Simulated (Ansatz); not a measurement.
The reference is PbS (space group P6_3/mmc, No. 194; a = 4.951 Å, c = 5.916 Å; a hypothetical phase, not in the database extracts checked). Axes: x lies along a and z along c of the hexagonal cell.

It is then changed as follows: uniaxial strain ε_zz = −2.58 %, all other strain components held at zero; the atoms relax in the strained cell.

Levels (all Ansatz, an electronic-structure program, PAW): PBEsol (420 eV, without spin-orbit coupling); PBEsol+SOC (420 eV, noncollinear with spin-orbit coupling).

The geometry is relaxed with PBEsol.

| Quantity | Result |
|---|---|
| PBEsol pressure | 1.47 GPa |
| PBEsol band gap | 1.27 eV |
| PBEsol width of the top valence band | 2.15 eV |

Task: Predict the pressure, electron mass, band gap and width of the top valence band from PBEsol+SOC.

Result: The pressure drops by 0.28 GPa to 1.19 GPa; the electron mass comes out as 0.076 mₑ along z, 0.28 mₑ across (at H); the band gap decreases by 0.75 eV, from 1.27 eV to 0.52 eV; the width of the top valence band is still 2.15 eV.

Single points use the geometry relaxed with PBEsol. The spin-orbit shifts are approximate. Spin-orbit coupling, missing from the scalar runs, can matter with Pb. Masses are band curvatures over ±0.01 Å⁻¹ around the edge. Whether these cells are dynamically stable was not tested. The base started in P6_3mc and relaxed to P6_3/mmc at this level.
